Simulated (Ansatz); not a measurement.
Start from Sn in the diamond structure (space group Fd-3m, No. 227; a = 6.566 Å).

Level of theory: Ansatz (a quantum-chemistry and plane-wave program) r2SCAN, no spin-orbit coupling.

For the base:

| Quantity | Result |
|---|---|
| Gap character | absent |
| Band gap | zero |

Modification: a hydrostatic pressure of 22.5 GPa.

### Question
How does this affect the gap character and band gap?

### Answer
The gap character goes from absent to indirect, Γ → Γ–X (77 % along); the band gap changes from zero to 0.35 eV.

Load acts through the strain it causes; cell and atoms are relaxed under it. No phonon test of stability was made. Tetrahedral semiconductors of this kind turn to denser phases somewhere between about 1 and 50 GPa; those were not computed, so compressed cells here can lie past the real transition.
